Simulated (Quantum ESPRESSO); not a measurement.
The steps of a band-structure calculation for a (001) slab of ZrB2 (cut from a parent of space group no. 191; 6 atoms in the cell) with Quantum ESPRESSO.

Level of theory: PBEsol, GBRV 1.5 ultrasoft (PBESOL) pseudopotentials (plane waves; Quantum ESPRESSO).

Step 1 (scf):

```fortran
&CONTROL
    calculation = 'scf',
    prefix = 'zrb2',
    outdir = './out',
    pseudo_dir = './',
    tprnfor = .true.,
    tefield = .true.,
    dipfield = .true.,
/
&SYSTEM
    ibrav = 0,
    nat = 6,
    ntyp = 2,
    ecutwfc = 40,
    ecutrho = 320,
    occupations = 'smearing',
    smearing = 'cold',
    degauss = 0.0099958,
    nbnd = 24,
    edir = 3,
    emaxpos = 0.970,
    eopreg = 0.05,
    eamp = 0.0,
/
&ELECTRONS
    conv_thr = 1.0d-10,
    mixing_beta = 0.3,
/
ATOMIC_SPECIES
Zr    91.2240  zr_pbesol_v1.uspp.F.UPF
B     10.8100  b_pbesol_v1.4.uspp.F.UPF
ATOMIC_POSITIONS {crystal}
Zr    0.0000000000    0.0000000000    0.4540530000
Zr    0.0000000000    0.0000000000    0.6378420000
B     0.3333333333    0.6666666667    0.3621580000
B     0.6666666667    0.3333333333    0.3621580000
B     0.3333333333    0.6666666667    0.5459470000
B     0.6666666667    0.3333333333    0.5459470000
K_POINTS {automatic}
7 7 1  0 0 0
CELL_PARAMETERS {angstrom}
   3.1694209415     0.0000000000     0.0000000000
  -1.5847104708     2.7447990506     0.0000000000
   0.0000000000     0.0000000000    19.3286000000
```

Step 2 (bands):

```fortran
&CONTROL
    calculation = 'bands',
    prefix = 'zrb2',
    outdir = './out',
    pseudo_dir = './',
    verbosity = 'high',
    tefield = .true.,
    dipfield = .true.,
/
&SYSTEM
    ibrav = 0,
    nat = 6,
    ntyp = 2,
    ecutwfc = 40,
    ecutrho = 320,
    occupations = 'smearing',
    smearing = 'cold',
    degauss = 0.0099958,
    nbnd = 27,
    edir = 3,
    emaxpos = 0.970,
    eopreg = 0.05,
    eamp = 0.0,
/
&ELECTRONS
    conv_thr = 1.0d-10,
    startingwfc = 'random',
    diago_thr_init = 1.0d-6,
    diagonalization = 'cg',
/
ATOMIC_SPECIES
Zr    91.2240  zr_pbesol_v1.uspp.F.UPF
B     10.8100  b_pbesol_v1.4.uspp.F.UPF
ATOMIC_POSITIONS {crystal}
Zr    0.0000000000    0.0000000000    0.4540530000
Zr    0.0000000000    0.0000000000    0.6378420000
B     0.3333333333    0.6666666667    0.3621580000
B     0.6666666667    0.3333333333    0.3621580000
B     0.3333333333    0.6666666667    0.5459470000
B     0.6666666667    0.3333333333    0.5459470000
K_POINTS {crystal_b}
4
  0.00000000   0.00000000   0.00000000  11  ! G
  0.50000000   0.00000000   0.00000000   7  ! M
  0.33333333   0.33333333   0.00000000  13  ! K
  0.00000000   0.00000000   0.00000000   1  ! G
CELL_PARAMETERS {angstrom}
   3.1694209415     0.0000000000     0.0000000000
  -1.5847104708     2.7447990506     0.0000000000
   0.0000000000     0.0000000000    19.3286000000
```

Step 3 (bands.x):

```fortran
&BANDS
    prefix = 'zrb2',
    outdir = './out',
    filband = 'bands.dat',
    lsym = .false.,
/
```

Output of bands (abridged):

```
     Presently no symmetry can be used with electric field

     Atomic positions and unit cell read from directory:
     ./out/zrb2.save/
     G-vector sticks info
     --------------------
     sticks:   dense  smooth     PW     G-vecs:    dense   smooth      PW
     Sum         793     397    121               109539    38631    6669

     bravais-lattice index     =            0
     lattice parameter (alat)  =       5.9893  a.u.
   [... lines left out ...]
     unit-cell volume          =    1134.7168 (a.u.)^3
   [... lines left out ...]
     ./out/zrb2.save/charge-density

     negative rho (up, down):  1.265E-01 0.000E+00

     Adding external electric field

     Computed dipole along edir(3) :
        Elec. dipole          0.2941 Ry au,          0.7475 Debye
        Ion. dipole           0.2958 Ry au,          0.7520 Debye
        Dipole                0.1582 Ry au,          0.4021 Debye
        Dipole field          0.0018 Ry au,

        Potential amp.       -0.1216 Ry
        Total length         34.6995 bohr

     Band Structure Calculation
     CG style diagonalization

     ethr =  1.00E-06,  avg # of iterations = 29.0

     End of band structure calculation

          k = 0.0000 0.0000 0.0000 (  4777 PWs)   bands (ev):

   -46.4526 -45.7023 -24.7665 -24.0591 -24.0307 -24.0307 -23.3561 -23.3561
    -9.2767  -7.4252  -3.2232  -0.8713   0.6005   0.6005   1.4399   2.0809
     2.3770   2.3769   3.5497   3.7891   3.7891   4.1736   4.1736   5.5323
     5.5323   6.1691   6.1691

          k = 0.0455 0.0262 0.0000 (  4773 PWs)   bands (ev):

   -46.4504 -45.7000 -24.7633 -24.0554 -24.0487 -24.0348 -23.3762 -23.3604
    -9.2426  -7.3996  -3.1724  -0.8274   0.4428   0.5626   1.4186   2.0463
     2.1968   2.3042   3.5316   3.6665   3.6954   4.3517   4.4189   5.4851
     5.5323   6.1545   6.2447

   [... 30 blocks of this kind left out ...]
```

Output of bands.x (abridged):

```
     Reading xml data from directory:

     ./out/zrb2.save/

     G-vector sticks info
     --------------------
     sticks:   dense  smooth     PW     G-vecs:    dense   smooth      PW
     Sum         793     397    121               109539    38631    6669

     negative rho (up, down):  1.265E-01 0.000E+00

     Adding external electric field

     Computed dipole along edir(3) :
        Dipole                0.1582 Ry au,          0.4021 Debye
        Dipole field          0.0018 Ry au,

        Potential amp.       -0.1216 Ry
        Total length         34.6995 bohr

     Reading collected, re-writing distributed wavefunctions
     high-symmetry point:  0.0000 0.0000 0.0000   x coordinate   0.0000
     high-symmetry point:  0.5000 0.2887 0.0000   x coordinate   0.5774
     high-symmetry point:  0.3333 0.5774 0.0000   x coordinate   0.9107
     high-symmetry point:  0.0000 0.0000 0.0000   x coordinate   1.5774

     Plottable bands (eV) written to file bands.dat.gnu
     Bands written to file bands.dat

   JOB DONE.
```

The starting cell comes from a database of computed structures (which also holds hypothetical and non-ambient phases and stackings), without a prior relaxation at this level. The slab is cut from that crystal, and its faces are unrelaxed. Its lattice was rescaled in the plane by a random factor within 2.5 % of one. Spin polarisation is off, though cut faces can carry moments; the slab shows no gap.
